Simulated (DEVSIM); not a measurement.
Device: W/SiON/SiO2/n-Si capacitor, at 300 K.

```tsv
layer (left to right)	material	thickness (nm)	Nd (cm⁻³)
1	SiON	4.30	-
2	SiO2	1.30	-
3	Si	2600	4.7e16
```

Metal gate on the left, work function 4.6 eV. Fixed charge at the semiconductor interface 1.1e10 cm⁻² (in units of +e); no interface traps.

This is a model device: material constants are rounded textbook-type values typed into the input, and sizes, dopings and lifetimes were drawn at random. Values at 300 K; Nc and Nv go as T^1.5, mobilities as T to minus their exponent, the gap by Varshni's rule with the affinity fixed.

```tsv
parameter	SiON	SiO2	Si
gap (eV)	7	9	1.124
affinity (eV)	1.4	0.9	4.05
permittivity	5.5	3.9	11.7
Nc (cm⁻³)	-	-	2.86e19
Nv (cm⁻³)	-	-	3.1e19
Varshni α (eV/K)	-	-	0.000473
Varshni β (K)	-	-	636
```

Simulated with DEVSIM: 1D Poisson equation in equilibrium, Boltzmann statistics, complete ionisation; no quantum confinement or tunnelling. Metal contacts follow the ideal Schottky-Mott rule: no Fermi-level pinning, no interface dipoles.

Base results: capacitance of the dielectric stack (μF/cm²) 0.794; threshold voltage (band bending 2φF) (V) -0.55; flat-band voltage (V) 0.38; minimum of the low-frequency capacitance (μF/cm²) 0.0719.

What follows from this one change: gate work function 4.6 → 4.3 eV?

capacitance of the dielectric stack little changed (0.794 μF/cm²); threshold voltage (band bending 2φF) -0.55 → -0.85 V; flat-band voltage 0.38 → 0.08 V; minimum of the low-frequency capacitance little changed (0.0719 μF/cm²).

What follows from this one change: temperature 300 → 400 K?

capacitance of the dielectric stack little changed (0.794 μF/cm²); threshold voltage (band bending 2φF) -0.55 → -0.43 V; flat-band voltage 0.38 → 0.31 V; minimum of the low-frequency capacitance 0.0719 → 0.0841 μF/cm².

What follows from this one change: fixed charge 1.1e+10 → 1.931e+12 cm^-2?

capacitance of the dielectric stack little changed (0.794 μF/cm²); threshold voltage (band bending 2φF) -0.55 → -0.93 V; flat-band voltage 0.38 → 0.00 V; minimum of the low-frequency capacitance little changed (0.0715 μF/cm²).

What follows from this one change: substrate doping 4.7e+16 → 4.7e+15 cm^-3?

capacitance of the dielectric stack little changed (0.794 μF/cm²); threshold voltage (band bending 2φF) -0.55 → -0.39 V; flat-band voltage 0.38 → 0.32 V; minimum of the low-frequency capacitance 0.0719 → 0.0264 μF/cm².
